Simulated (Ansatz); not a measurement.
**MgO in the rock salt structure (space group Fm-3m, No. 225)**

```cif
data_Mg4O4
_chemical_formula_sum 'Mg4 O4'
_space_group_name_H-M_alt 'Fm-3m'
_space_group_IT_number 225
_space_group_name_Hall '-F 4 2 3'
_cell_length_a 4.25387
_cell_length_b 4.25387
_cell_length_c 4.25387
_cell_angle_alpha 90.000
_cell_angle_beta 90.000
_cell_angle_gamma 90.000
loop_
_atom_site_label
_atom_site_type_symbol
_atom_site_symmetry_multiplicity
_atom_site_Wyckoff_symbol
_atom_site_fract_x
_atom_site_fract_y
_atom_site_fract_z
_atom_site_occupancy
Mg1 Mg 4 b 0.50000 0.50000 0.50000 1
O1 O 4 a 0.00000 0.00000 0.00000 1
```
(The calculation used a cell of 2 atoms; values per cell refer to that cell.)

Computed with Ansatz (a first-principles code) PBE, no SOC. Γ-centred 13×13×13 mesh, Fermi–Dirac width 0.05 eV.

```yaml
volume_per_atom: 9.62 Å³
density: 3.48 g/cm³
band_gap: 4.46 eV, direct at Γ
electron_mass: 0.34 mₑ
Hole mass (degenerate bands, along [100]): 0.38, 2.2, 2.2 mₑ
Lowest conduction-band minima above the VBM: Γ 4.46 eV
total_energy: -1247.069 eV/atom (σ→0; compares only within this code and set-up)
```

Effective masses come from finite differences of ±0.01 Å⁻¹. No phonon test of stability was made. The base started in P3_121 and relaxed to Fm-3m at this level.
